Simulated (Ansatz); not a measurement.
Take ZrN in the rock salt structure (space group Fm-3m, No. 225; a = 4.552 Å) as the base.

Structures relaxed with PBEsol (Ansatz, a first-principles code, PAW, no SOC).

Base:

Simulated powder pattern, Mo Kα, λ = 0.71073 Å (kinematic, ideal powder, no thermal factors, no anomalous dispersion; the 14 strongest lines at most, above 2 %, up to 2θ = 40°):

| 2θ (°) | I/Imax (%) | hkl |
|---|---|---|
| 15.54 | 100 | (111) |
| 17.96 | 92 | (200) |
| 25.51 | 65 | (220) |
| 30.01 | 51 | (311) |
| 31.38 | 22 | (222) |
| 36.39 | 10 | (400) |
| 39.79 | 21 | (331) |

Modification: Ti takes the place of Zr on all its sites, then cell and atoms are relaxed.

After the change:

Simulated powder pattern, Mo Kα, λ = 0.71073 Å (kinematic, ideal powder, no thermal factors, no anomalous dispersion; the 14 strongest lines at most, above 2 %, up to 2θ = 40°):

```tsv
2θ (°)	d (Å)	I/Imax (%)	hkl
16.84	2.427	65	(111)
19.47	2.102	100	(200)
27.67	1.486	61	(220)
32.56	1.268	28	(311)
34.05	1.214	19	(222)
39.53	1.051	8.2	(400)
```

The indices refer to each structure's own conventional cell; one index is shown for lines that coincide.

No phonon test of stability was made. The final runs are not spin-polarised. An odd electron count without spin: TiN and ZrN.
